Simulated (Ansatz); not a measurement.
ZrGeSe (P4/nmm, No. 129, 6 atoms in the cell; start mp-4878), treated with r²SCAN (Ansatz, a first-principles code, plane waves, PAW).

Settings: plane-wave cutoff 560 eV, 16×16×8 k mesh (along the axes of the cell as run), Fermi–Dirac smearing 0.05 eV, scalar-relativistic PAW data made under PBE.

Cell (relaxed at this level):

```
ZrGeSe
1.0
    3.72008     0.00000     0.00000
    0.00000     3.72008     0.00000
    0.00000     0.00000     8.36224
Zr Ge Se
2 2 2
Cartesian
  0.00000   1.86004   6.17958
  1.86004   0.00000   2.18266
  0.00000   0.00000   0.00000
  1.86004   1.86004   0.00000
  1.86004   0.00000   5.20759
  0.00000   1.86004   3.15465
```

What does this level give for the bulk modulus B0?


bulk modulus B0: 110 GPa

The run finds no gap.

Note: the bulk modulus is −V dP/dV from two relaxed cells at ±2 % in volume; the relaxation could not lower the start's symmetry, so the cell can be a saddle point above a distorted one.

The result took very roughly 17 core-minutes.

A start named mp-… is a Materials Project structure, which need not be a measured phase.
